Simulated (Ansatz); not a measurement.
## InP: response to strain

Start from InP in the zinc blende structure (space group F-43m, No. 216).

```
CELL_PARAMETERS angstrom
      0.00000     2.91346     2.91346
      2.91346     0.00000     2.91346
      2.91346     2.91346     0.00000
ATOMIC_POSITIONS crystal
  In 0.00000 0.00000 0.00000
  P  0.25000 0.25000 0.25000
```

Cartesian axes are those of the cell as printed.

Strains are applied to the cell and any free atomic positions relax.

Level of theory: LDA, PAW, 420 eV (Ansatz, a quantum-chemistry and plane-wave program; scalar-relativistic without spin-orbit coupling).

Notes on the quantities. energy relative to the base: free energy F; pressure: mean of the normal stresses, compression positive.

| variant | energy relative to the base | volume per atom | band gap | pressure |
|---|---|---|---|---|
| base | 0 meV/atom | 24.73 Å³ | 0.58 eV | 0.00 GPa |
| tensor shear ε_xy = +1.71 % | +4.1 meV/atom | 24.72 Å³ | 0.44 eV | 0.01 GPa |
| tensor shear ε_xy = +1.14 % | +1.8 meV/atom | 24.73 Å³ | 0.49 eV | 0.00 GPa |
| tensor shear ε_xy = +0.86 % | +1.0 meV/atom | 24.73 Å³ | 0.51 eV | 0.00 GPa |
| tensor shear ε_xy = +1.43 % | +2.9 meV/atom | 24.73 Å³ | 0.47 eV | 0.00 GPa |
| tensor shear ε_xy = +0.57 % | +0.5 meV/atom | 24.73 Å³ | 0.54 eV | 0.00 GPa |
| tensor shear ε_xy = +2.00 % | +5.6 meV/atom | 24.72 Å³ | 0.41 eV | 0.01 GPa |

Stability against distortions was not tested.
